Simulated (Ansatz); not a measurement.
## Several settings converged on Nb2PC (P3m1, 8 atoms in the cell)

```xyz
8
Lattice="3.3303 0.0000 0.0000 -1.6651 2.8841 0.0000 0.0000 0.0000 11.6201" Properties=species:S:1:pos:R:3 pbc="T T T"
Nb     0.0000     1.9227     4.6984
Nb     1.6651     0.9614     6.9717
Nb     1.6651     0.9614    10.4585
Nb     0.0000     1.9227     1.1617
P      1.6651     0.9614     2.9050
P      0.0000     1.9227     8.7151
C      0.0000     0.0000     5.8101
C      0.0000     0.0000     0.0000
```

Base method: PBEsol, default PAW files made with PBE (plane waves; Ansatz, an electronic-structure program).

Base settings: basis.ecutwfc = 420 eV; kpoints.mp_grid.grid = 11 11 3; hamiltonian.xc = pbesol; hamiltonian.pseudopotentials = {kind: paw} (the program's default PAW files); scf.occupations.method = gaussian; scf.occupations.width = 0.1 eV.

The count of work is k-points × plane waves × bands × iterations; it is no time. 

**The k-point mesh at a smearing width of 0.3 eV**

In this ladder: scf.occupations.width = 0.3 eV.

Only quantities that move along the ladder and can be compared are tabulated.

```csv
kpoints.mp_grid.grid,free energy less the last step's (meV/atom),pressure (GPa),largest difference of a force vector from the last step's (eV/Å),count of work / last
4 4 1,23.35,-9.38,0.630,0.0072
5 5 2,4.70,-9.52,0.012,0.018
6 6 2,7.31,-9.54,0.112,0.022
7 7 2,-0.49,-9.75,0.099,0.029
9 9 2,1.16,-9.71,0.067,0.043
10 10 3,-0.25,-9.75,0.012,0.075
12 12 3,0.19,-9.74,0.018,0.091
15 15 4,-0.03,-9.74,0.004,0.18
27 27 7,0.00,-9.74,0.000,1.0
```

Coarsest kpoints.mp_grid.grid that holds the free energy within 2 meV/atom of the last step, with all finer ones: 7 7 2, at 0.029 of the last step's count of work; the step before is off by 7.3 meV/atom.

Coarsest kpoints.mp_grid.grid that holds the pressure within 0.1 GPa of the last step, with all finer ones: 7 7 2, at 0.029 of the last step's count of work; the step before is off by 0.20 GPa.

Coarsest kpoints.mp_grid.grid that holds the forces within 0.02 eV/Å of the last step, with all finer ones: 10 10 3, at 0.075 of the last step's count of work; the step before is off by 0.067 eV/Å.

**The width of Methfessel-Paxton smearing**

In this ladder: kpoints.mp_grid.grid = 18 18 5; scf.occupations.method = methfessel_paxton.

Narrow widths need finer meshes than wide ones, so the last steps can hold mesh noise.

Only quantities that move along the ladder and can be compared are tabulated; pressure and forces are left out, as mesh noise rules them at narrow widths.

```tsv
scf.occupations.width	free energy less the last step's (meV/atom)
1 eV	8.92
0.5 eV	0.48
0.3 eV	0.32
0.2 eV	0.24
0.1 eV	0.05
0.05 eV	0.00
```

Widest scf.occupations.width that holds the free energy within 5 meV/atom of the last step, with all finer ones: 0.5 eV; the step before is off by 8.9 meV/atom.

On the base run: the starting cell comes from a database of computed structures (which also holds hypothetical and non-ambient phases and stackings), without a prior relaxation at this level. Its lattice was rescaled by up to half a per cent. One atom was moved a little off its site on purpose. Spin polarisation is off. In the base run, with a pressure of about -10 GPa the cell is away from its equilibrium volume at this level. Ansatz's pressure includes its estimate of the finite-basis (Pulay) stress.

Left out of this page: 2 runs of the series outside the window shown, repeating another row's setting, or not comparable.

Keys are those of Ansatz 0.2.
